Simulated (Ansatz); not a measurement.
The parent structure is BeTe in the zinc blende structure (space group F-43m, No. 216; a = 5.554 Å). Axes: x, y, z lie along the cube axes.

Computed with Ansatz (a first-principles code) LDA, spin-orbit coupling left out.

Strains are applied to the cell and any free atomic positions relax.

One change was made to it. Results:

| quantity | base | after |
|---|---|---|
| pressure (mean of the normal stresses, compression positive) | 0.01 GPa | 0.66 GPa |
| electron mass | 1.3 mₑ along k, 0.24 mₑ across (at X) | 1.3 mₑ along k, 0.25 mₑ across (at X) |

Problem. Which of these changes matches the shifts?
A. uniaxial strain ε_zz = +2.50 %
B. uniaxial strain ε_zz = +2.00 %
C. uniaxial strain ε_zz = +1.00 %
D. uniaxial strain ε_zz = −1.00 %
E. uniaxial strain ε_zz = −0.50 %

Solution. D, uniaxial strain ε_zz = −1.00 %. For comparison, the pressure in the other runs: uniaxial strain ε_zz = +2.00 % gives -1.21 GPa; uniaxial strain ε_zz = +1.00 % gives -0.62 GPa; uniaxial strain ε_zz = +2.50 % gives -1.50 GPa; uniaxial strain ε_zz = −0.50 % gives 0.33 GPa.

With Te present, leaving out spin-orbit coupling can change the band edges. The levels and masses belong to the bands next to the band gap. Masses are band curvatures over ±0.01 Å⁻¹ around the edge. Along k means along the line from Γ to the band edge. Stability against distortions was not tested.
